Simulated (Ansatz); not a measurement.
**Response to strain in MnB**

Base system: MnB (space group Pnma, No. 62; a = 5.361 Å, b = 2.961 Å, c = 4.066 Å; ferromagnetic). Axes: x, y, z lie along a, b, c of the conventional cell.

Strains are applied to the cell and any free atomic positions relax; under biaxial strain the out-of-plane vector relaxes too.

All numbers come from PBEsol (Ansatz, a quantum-chemistry and plane-wave program; PAW; 420 eV plane waves; no SOC).

Notes on the quantities. pressure: mean of the normal stresses, compression positive.

```tsv
variant	shortest interatomic distance	pressure	largest site moment	space group
base	1.797 Å	0.0 GPa	1.68 μB	Pnma (No. 62)
biaxial strain +0.56 %, plane normal [001], relaxed out of plane	1.803 Å	-2.2 GPa	1.70 μB	Pnma (No. 62)
biaxial strain +0.92 %, plane normal [001], relaxed out of plane	[?]	[?]	1.71 μB	Pnma (No. 62)
biaxial strain +1.26 %, plane normal [001], relaxed out of plane	1.810 Å	-4.7 GPa	1.72 μB	Pnma (No. 62)
tensor shear ε_xy = −0.67 %	1.794 Å	0.1 GPa	1.68 μB	P2_1/c (No. 14)
```

**Question.** What belongs in the blanks?

**Answer.** 
- biaxial strain +0.92 %, plane normal [001], relaxed out of plane, shortest interatomic distance: 1.807 Å
- biaxial strain +0.92 %, plane normal [001], relaxed out of plane, pressure: -3.5 GPa

Other magnetic orders, which the real material may have, were not ruled out. Without a gap, meshes like the base's 8×15×11 leave anisotropic stresses uncertain by several tenths of a GPa, and small strain energies with them. Stability against distortions was not tested.
